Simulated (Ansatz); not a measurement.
We consider TaSe2 (P6₃/mmc, No. 194), described by PBEsol (PAW; Ansatz, a program for electronic structure).

Rigid layers of the crystal as relaxed at this level are moved apart or together:

```tsv
run	k mesh	layer repeat (Å)	energy against free layers (meV/Å²)	gap on the mesh (eV)
1	12×12×4	6.05	-5.54	0.000
2	12×12×4	6.2	-6.91	0.000
3	12×12×4	6.35	-7.17	0.000
4	12×12×4	6.55	-6.61	0.000
5	12×12×4	6.85	-4.91	0.000
6	12×12×4	7.35	-2.35	0.000
7	12×12×2	8.35	-0.43	0.000
8	12×12×2	10.35	-0.02	0.000
```

The lowest energy of these points lies at a layer repeat of 6.35 Å.

Spin–orbit coupling is not included.
